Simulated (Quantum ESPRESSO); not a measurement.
Worked example: self-consistent single point of YSiRu (Pnma, 12 atoms in the cell) in Quantum ESPRESSO.

Method: LDA (PZ), GBRV 1.5 ultrasoft (LDA) pseudopotentials (plane waves; Quantum ESPRESSO).

```
CELL_PARAMETERS angstrom
      6.99757     0.00000     0.00000
      0.00000     4.32604     0.00000
      0.00000     0.00000     7.08044
ATOMIC_POSITIONS crystal
  Y  0.01387 0.75000 0.18681
  Y  0.98613 0.25000 0.81319
  Y  0.48613 0.25000 0.68681
  Y  0.51387 0.75000 0.31319
  Si 0.30560 0.25000 0.10598
  Si 0.69440 0.75000 0.89402
  Si 0.19440 0.75000 0.60598
  Si 0.80560 0.25000 0.39402
  Ru 0.65206 0.25000 0.06746
  Ru 0.34794 0.75000 0.93254
  Ru 0.84794 0.75000 0.56746
  Ru 0.15206 0.25000 0.43254
```

Reference input (self-consistent single point, DFT, LDA (PZ), plane waves, GBRV 1.5 ultrasoft (LDA) pseudopotentials): ecutwfc = 40 Ry; ecutrho = 320 Ry; occupations = smearing; smearing = marzari-vanderbilt; degauss = 0.0073499 Ry; potentials = {Y: y_lda_v1.4.uspp.F.UPF, Si: si_lda_v1.uspp.F.UPF, Ru: ru_lda_v1.2.uspp.F.UPF}; K_POINTS = automatic 5 8 5 0 0 0; conv_thr = 1e-11 Ry. This run's input differs from it in these lines:

```diff
@@ -39,3 +39,3 @@
 K_POINTS automatic
-5 8 5  0 0 0
+4 6 4  0 0 0
 CELL_PARAMETERS bohr
```

Output (repeated stretches shortened):

```
     Self-consistent Calculation

     iteration #  1     ecut=    40.00 Ry     beta= 0.70

     negative rho (up, down):  2.754E-01 0.000E+00

     total energy              =   -1186.78745356 Ry
     estimated scf accuracy    <       3.14573785 Ry

     iteration #  2     ecut=    40.00 Ry     beta= 0.70

     negative rho (up, down):  2.721E-01 0.000E+00

     total energy              =   -1185.96107963 Ry
     estimated scf accuracy    <      13.03003454 Ry

     iteration #  3     ecut=    40.00 Ry     beta= 0.70

     negative rho (up, down):  2.738E-01 0.000E+00

     total energy              =   -1187.97457516 Ry
     estimated scf accuracy    <       2.09804251 Ry

   [... 9 blocks of this kind left out ...]

     iteration # 13     ecut=    40.00 Ry     beta= 0.70

     negative rho (up, down):  2.749E-01 0.000E+00

     total energy              =   -1188.30540782 Ry
     estimated scf accuracy    <          9.8E-11 Ry

     iteration # 14     ecut=    40.00 Ry     beta= 0.70

     negative rho (up, down):  2.749E-01 0.000E+00
     End of self-consistent calculation

     the Fermi energy is    14.1008 ev

!    total energy              =   -1188.30540782 Ry
     estimated scf accuracy    <          1.4E-12 Ry
     smearing contrib. (-TS)   =       0.00079286 Ry
     internal energy E=F+TS    =   -1188.30620068 Ry

     convergence has been achieved in  14 iterations

     negative rho (up, down):  2.749E-01 0.000E+00

     Forces acting on atoms (cartesian axes, Ry/au):

     atom    1 type  1   force =     0.00337596   -0.00000000    0.00248438
     atom    2 type  1   force =    -0.00337596    0.00000000   -0.00248438
     atom    3 type  1   force =    -0.00337596    0.00000000    0.00248438
     atom    4 type  1   force =     0.00337596    0.00000000   -0.00248438
     atom    5 type  2   force =     0.00160544    0.00000000   -0.00117881
   [... lines left out ...]
     Total force =     0.012293     Total SCF correction =     0.000004
   [... lines left out ...]

     negative rho (up, down):  2.749E-01 0.000E+00
          total   stress  (Ry/bohr**3)                   (kbar)     P=      -66.32
  -0.00044229   0.00000000   0.00000000          -65.06        0.00        0.00
   0.00000000  -0.00047903   0.00000000            0.00      -70.47        0.00
   0.00000000   0.00000000  -0.00043112            0.00        0.00      -63.42

   JOB DONE.
```

The run converged in 14 iterations. Against the reference run the free energy rises by 1.0 meV/atom, the pressure stays at -6.63 GPa and the largest force goes from 0.115 to 0.108 eV/Å.

The starting cell comes from a database of computed structures (which also holds hypothetical and non-ambient phases and stackings), without a prior relaxation at this level. Spin polarisation is off.

Cost on one core of a shared machine: roughly 7 min.
